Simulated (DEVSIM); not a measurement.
Structure: W/SiO2/p-Ge capacitor, at 300 K.

| layer (left to right) | material | thickness (nm) | Na (cm⁻³) |
|---|---|---|---|
| 1 | SiO2 | 2.10 | - |
| 2 | Ge | 9500 | 3.9e15 |

Metal gate on the left, work function 4.6 eV. Fixed charge at the semiconductor interface -8.5e10 cm⁻² (in units of +e); no interface traps.

This is a model device: material constants are rounded textbook-type values typed into the input, and sizes, dopings and lifetimes were drawn at random. Values at 300 K.

```
parameter      SiO2       Ge
-------------  ----  -------
gap (eV)          9    0.664
affinity (eV)   0.9        4
permittivity    3.9       16
Nc (cm⁻³)         -  1.04e19
Nv (cm⁻³)         -     6e18
```

Model (solved in DEVSIM): 1D Poisson equation in equilibrium, Boltzmann statistics, complete ionisation; no quantum confinement or tunnelling. Metal contacts follow the ideal Schottky-Mott rule: no Fermi-level pinning, no interface dipoles.

Problem. Tabulate band edges, carrier densities and field at 0.35 V on the gate.

Solution. Energies count from the Fermi level of the right contact; mesh points crowd at the junctions.

```json
[
 {"x (μm)": "0.000", "Ec (eV)": "3.350", "Ev (eV)": "-5.650", "n (cm⁻³)": "< 1e2", "p (cm⁻³)": "< 1e2", "field (V/cm)": "91000"},
 {"x (μm)": "0.0009075", "Ec (eV)": "3.358", "Ev (eV)": "-5.642", "n (cm⁻³)": "< 1e2", "p (cm⁻³)": "< 1e2", "field (V/cm)": "91000"},
 {"x (μm)": "0.001746", "Ec (eV)": "3.366", "Ev (eV)": "-5.634", "n (cm⁻³)": "< 1e2", "p (cm⁻³)": "< 1e2", "field (V/cm)": "91000"},
 {"x (μm)": "0.002805", "Ec (eV)": "0.270", "Ev (eV)": "-0.394", "n (cm⁻³)": "3.0e14", "p (cm⁻³)": "1.4e12", "field (V/cm)": "13000"},
 {"x (μm)": "0.006456", "Ec (eV)": "0.275", "Ev (eV)": "-0.389", "n (cm⁻³)": "2.5e14", "p (cm⁻³)": "1.7e12", "field (V/cm)": "12000"},
 {"x (μm)": "0.01338", "Ec (eV)": "0.283", "Ev (eV)": "-0.381", "n (cm⁻³)": "1.8e14", "p (cm⁻³)": "2.4e12", "field (V/cm)": "12000"},
 {"x (μm)": "0.02807", "Ec (eV)": "0.300", "Ev (eV)": "-0.364", "n (cm⁻³)": "9.3e13", "p (cm⁻³)": "4.7e12", "field (V/cm)": "11000"},
 {"x (μm)": "0.08120", "Ec (eV)": "0.355", "Ev (eV)": "-0.309", "n (cm⁻³)": "1.1e13", "p (cm⁻³)": "3.9e13", "field (V/cm)": "9100"},
 {"x (μm)": "0.1820", "Ec (eV)": "0.425", "Ev (eV)": "-0.239", "n (cm⁻³)": "7.5e11", "p (cm⁻³)": "5.8e14", "field (V/cm)": "4900"},
 {"x (μm)": "0.4093", "Ec (eV)": "0.471", "Ev (eV)": "-0.193", "n (cm⁻³)": "1.3e11", "p (cm⁻³)": "3.4e15", "field (V/cm)": "440"},
 {"x (μm)": "0.9221", "Ec (eV)": "0.474", "Ev (eV)": "-0.190", "n (cm⁻³)": "1.1e11", "p (cm⁻³)": "3.9e15", "field (V/cm)": "≈ 0"},
 {"x (μm)": "2.726", "Ec (eV)": "0.474", "Ev (eV)": "-0.190", "n (cm⁻³)": "1.1e11", "p (cm⁻³)": "3.9e15", "field (V/cm)": "≈ 0"},
 {"x (μm)": "5.756", "Ec (eV)": "0.474", "Ev (eV)": "-0.190", "n (cm⁻³)": "1.1e11", "p (cm⁻³)": "3.9e15", "field (V/cm)": "≈ 0"},
 {"x (μm)": "7.842", "Ec (eV)": "0.474", "Ev (eV)": "-0.190", "n (cm⁻³)": "1.1e11", "p (cm⁻³)": "3.9e15", "field (V/cm)": "≈ 0"},
 {"x (μm)": "8.942", "Ec (eV)": "0.474", "Ev (eV)": "-0.190", "n (cm⁻³)": "1.1e11", "p (cm⁻³)": "3.9e15", "field (V/cm)": "≈ 0"},
 {"x (μm)": "9.254", "Ec (eV)": "0.474", "Ev (eV)": "-0.190", "n (cm⁻³)": "1.1e11", "p (cm⁻³)": "3.9e15", "field (V/cm)": "≈ 0"},
 {"x (μm)": "9.389", "Ec (eV)": "0.474", "Ev (eV)": "-0.190", "n (cm⁻³)": "1.1e11", "p (cm⁻³)": "3.9e15", "field (V/cm)": "≈ 0"},
 {"x (μm)": "9.453", "Ec (eV)": "0.474", "Ev (eV)": "-0.190", "n (cm⁻³)": "1.1e11", "p (cm⁻³)": "3.9e15", "field (V/cm)": "≈ 0"},
 {"x (μm)": "9.486", "Ec (eV)": "0.474", "Ev (eV)": "-0.190", "n (cm⁻³)": "1.1e11", "p (cm⁻³)": "3.9e15", "field (V/cm)": "≈ 0"},
 {"x (μm)": "9.496", "Ec (eV)": "0.474", "Ev (eV)": "-0.190", "n (cm⁻³)": "1.1e11", "p (cm⁻³)": "3.9e15", "field (V/cm)": "≈ 0"},
 {"x (μm)": "9.500", "Ec (eV)": "0.474", "Ev (eV)": "-0.190", "n (cm⁻³)": "1.1e11", "p (cm⁻³)": "3.9e15", "field (V/cm)": "≈ 0"},
 {"x (μm)": "9.502", "Ec (eV)": "0.474", "Ev (eV)": "-0.190", "n (cm⁻³)": "1.1e11", "p (cm⁻³)": "3.9e15", "field (V/cm)": "≈ 0"}
]
```
